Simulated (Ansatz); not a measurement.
An Ansatz (a quantum-chemistry and plane-wave program) run: GaSb with a change (biaxial strain +0.83 %, plane normal [111], relaxed out of plane); Ansatz, r2SCAN, PAW, cutoff 500 eV, no spin-orbit coupling.

Input:

Ansatz 0.2 input:
```yaml
crystal:
  lattice:
    - [4.3722275669, 0, 0]
    - [2.1861137834, 3.786460144, 0]
    - [2.1861137834, -1.2621533813, 3.525829354]
  atoms:
    - { symbol: Ga, position: [0, 0, 0] }
    - { symbol: Sb, position: [0.5, 0.25, 0.75] }
basis: { ecutwfc: 500, ecutrho_ratio: 4, xc_grid: 4, fft_grid_basis: typed }
kpoints: { mp_grid: { grid: [13, 13, 13] } }
hamiltonian:
  xc: r2scan
  dispersion: none
  pseudopotentials: { kind: paw }
scf: { occupations: { method: fermi_dirac, width: 0.05 } }
relax: { f_tol: 0.005, max_steps: 50, cell: { stress_tol: 0.01, fix: [a, b, gamma] } }
output: { forces: true, stress: true }
checkpoint: { write: state.ck, write_every: 1000 }
```

Output (explanatory and most iteration lines left out):

```
Relaxation: its limit of steps is 50 (relax.max_steps)
Pseudopotential: Ga, paw, valence charge 13
Pseudopotential: Sb, paw, valence charge 15
Crystal: 2 atoms, lattice volume = 58.371 Å³
Basis set: ecut = 500 eV, 1459 PW (Γ), exchange–correlation on 128×128×128 points (64 copies of the dense FFT grid, shifted against one another)
Bands: 18, of which v1, the nominal top of the filled ones, is band 14 counted from 1 (13 counted from 0)
Symmetry: 6 space group operations
Space group: R3m (ITA 160), of the structure as read, at distance tolerance 3.9e-5 Å
k-points: 231 of 2197 (time reversal used)
Functional: x = r2scan, c = r2scan; τ floored in thin density (d = 2e-4 eV/Å³)
SCF iter   1: F=—  HF=-10289.855836 eV  |F-HF|=—  |Δ(HF+E_count)|=         —  Δρ=7.54e-3  dr2=1.46e-2  dr2_τ=2.98e-3  ethr=1.77e-3  ⟨swp⟩=6.0  Hψ=21721  notcnv=0
SCF iter   2: F=—  HF=-10289.862875 eV  |F-HF|=—  |Δ(HF+E_count)|=   7.04e-3  Δρ=1.99e-3  dr2=1.99e-3  dr2_τ=3.77e-5  ethr=5.23e-5  ⟨swp⟩=2.0  Hψ=9013  notcnv=0
SCF 1 converged in 6 iterations: F = -10289.862444 eV  dr2 = 1.38e-8
relax step   1: F+E_penalty+E_count = -10289.86244373 eV  Δ(F+E_penalty+E_count) = +0.000e0 eV  max|allowed force component| = 9.665e-2 eV/Å  Δτ_max = 0.0000 Å  P = -0.617 GPa  Ω = 58.371 Å³  fix = [a, b, gamma]  reactions: a -1.098, b -1.098 GPa  (6 SCF iters, dr2 threshold 1.00e-7 eV, accepted)
[... steps on the carried basis left out ...]
relax step   4: F+E_penalty+E_count = -10289.86301489 eV  Δ(F+E_penalty+E_count) = +9.859e-7 eV  max|allowed force component| = 1.271e-5 eV/Å  Δτ_max = 0.0002 Å  P = -0.662 GPa  Ω = 58.409 Å³  energy of the carried Pulay correction = -7.033e-6 eV  fix = [a, b, gamma]  reactions: a -0.994, b -0.994 GPa  (4 SCF iters, dr2 threshold 4.75e-9 eV, accepted)
Crystal: 2 atoms, lattice volume = 58.409 Å³
SCF iter   1: F=—  HF=-10289.863018 eV  |F-HF|=—  |Δ(HF+E_count)|=         —  Δρ=2.19e-5  dr2=6.01e-9  dr2_τ=1.86e-10  ethr=3.16e-7  ⟨swp⟩=3.0  Hψ=32222  notcnv=0
SCF iter   2: F=—  HF=-10289.863021 eV  |F-HF|=—  |Δ(HF+E_count)|=   2.53e-6  Δρ=1.09e-5  dr2=1.58e-9  dr2_τ=1.46e-8  ethr=2.15e-11  ⟨swp⟩=3.2  Hψ=9004  notcnv=0
SCF 5 converged in 6 iterations: F = -10289.863022 eV  dr2 = 9.41e-14
SCF converged after 6 iterations
Free energy (F): -10289.863022 eV
Internal energy: -10289.862973 eV  (E = F + TS)
E sigma→0 (E₀):  -10289.862997 eV
Entropy (-TS):   -0.000048 eV (-0.024 meV/atom)
Fermi energy:    7.470352 eV
--- Forces (eV/Å), atoms counted from 1 ---
  atom   1  Ga     0.00000000    -0.00000000    -0.00000908
  atom   2  Sb    -0.00000000     0.00000000     0.00000904
--- Stress (GPa, compression-positive) ---
       -0.994286       0.000000      -0.000000
        0.000000      -0.994286       0.000000
       -0.000000       0.000000       0.001747
  P = ⅓ Tr σ = -0.6623 GPa (-6.623 kbar)
--- Relaxed structure (4 steps of the walk, 4 accepted, 1 SCFs on fresh bases) ---
  cell:  # Å, volume = 58.4095 Å³
    - [4.372227566864189, 2.8867451239126178e-11, 4.133512730537113e-11]
    - [2.1861137834070945, 3.786460144045447, 2.7691636088857575e-12]
    - [2.1861137834070727, -1.2621533813125596, 3.528149773289331]
  atoms:
    - { symbol: Ga, position: [0.0010574934902296026, -0.0005287467451148013, -0.0015862402353444042] }
    - { symbol: Sb, position: [0.49894250650977034, 0.2505287467451147, 0.7515862402353443] }
```

Spin-orbit coupling, missing from the scalar runs, can matter with Sb. Stability against distortions was not tested. The cell was made from GaSb in the zinc blende structure (space group F-43m, No. 216) by this change: biaxial strain +0.83 %, plane normal [111], relaxed out of plane.
